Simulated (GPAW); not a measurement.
## Pressure against volume in In (space group 139) (GPAW, PBE)

```
In
1.0
   -1.59611     1.59611     2.43099
    1.59611    -1.59611     2.43099
    1.59611     1.59611    -2.43099
In
1
Direct
  0.00000   0.00000   0.00000
```

Level of theory: PBE, GPAW PAW datasets PBE (gpaw-data 1.0.1) (plane waves; GPAW). Settings: mode = pw; ecut = 585 eV; xc = PBE; kpts = 25 25 25; mesh shift (steps) = 0 0 0; occupations.name = fermi-dirac; occupations.width = 0.05 eV; nbands = -7; convergence.forces = 0.001 eV/Å; symmetry.symmorphic = false; symmetry.tolerance = 0.0005; maxiter = 150. The cell above is the first row's. The rows scale it uniformly. In all rows the k mesh is held.

```csv
V (Å^3/atom),P (GPa)
24.772,4.32
25.311,3.15
25.849,2.11
26.388,1.19
26.926,0.38
27.465,-0.34
28.004,-0.98
28.542,-1.55
29.081,?
```

### Question
Fit P against V with a cubic, and predict the withheld value at V = 29.081.

### Answer
With u = V - 26.7, the rows have u = -1.9280, -1.3890, -0.8510, -0.3120, 0.2260, 0.7650, 1.3040, 1.8420. Least squares gives P = 0.708 - 1.4931·u + 0.1706·u² - 0.01389·u³. Residuals (row less fit): 0.000, 0.002, -0.001, -0.001, 0.001, 0.001, 0.000, 0.000; standard error 0.001 (degrees of freedom: 4). The fitted pressure is zero at V0 = 27.20, where dP/dV = -1.332, so B0 = -V0·dP/dV = 36.2 GPa. At the withheld row, u = 2.3810, so P = 0.708 - 1.4931 × 2.3810 + 0.1706 × 2.3810² - 0.01389 × 2.3810³ = -2.067 GPa. The calculation gives -2.04 GPa, 0.027 GPa above the prediction (0.4 % of the range of P in the table). The row lies outside the fitted rows, so this is an extrapolation.

Carrying the step between the two nearest rows on in a straight line would have given -2.12, off by 0.08; series whose last step already gives the withheld value aren't shown. The scan was laid around a cell of about the measured size, scaled by a guess for this functional; axis ratios and inner coordinates come from that cell. The shape of the cell and the inner coordinates aren't relaxed, so V0 and B0 belong to this uniform scaling; a relaxed crystal lies no higher in energy and is usually softer. Cutoffs and mesh are single choices, not tested for convergence of this quantity. Series with a scatter that would blur these digits, or in which a gap closes, are not shown.
